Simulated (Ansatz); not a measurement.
We consider L1₂ (Cu3Au-type) Ni₃Si, described by r²SCAN-D4 in Ansatz (plane waves, PAW).

Numerical settings: plane-wave cutoff 560 eV, 16×16×16 k mesh, Fermi–Dirac smearing 0.05 eV, no spin polarisation, scalar-relativistic PAW data made under PBE.

Results at a series of volumes:

```json
[
 {"V (Å³/atom)": "9.681", "E − E_lowest (meV/atom)": "32.27"},
 {"V (Å³/atom)": "9.887", "E − E_lowest (meV/atom)": "13.80"},
 {"V (Å³/atom)": "10.093", "E − E_lowest (meV/atom)": "3.33"},
 {"V (Å³/atom)": "10.299", "E − E_lowest (meV/atom)": "0.00"},
 {"V (Å³/atom)": "10.505", "E − E_lowest (meV/atom)": "3.04"},
 {"V (Å³/atom)": "10.711", "E − E_lowest (meV/atom)": "11.75"},
 {"V (Å³/atom)": "10.917", "E − E_lowest (meV/atom)": "25.52"}
]
```

Problem. Estimate the bulk modulus and its pressure derivative from these points.

Solution. V0 = 10.300 Å³/atom, B0 = 247 GPa, B′ = 4.8 (fit to the energies at full precision).

Measured, for comparison: equilibrium volume per atom 10.81 Å³/atom (temperature not stated, no zero-point or thermal correction; as tabulated in Metallic Nickel Silicides: Experiments and Theory for NiSi and First Principles …). Computed (rounded) less measured: equilibrium volume per atom -4.7 %.

Ansatz is a first-principles code.
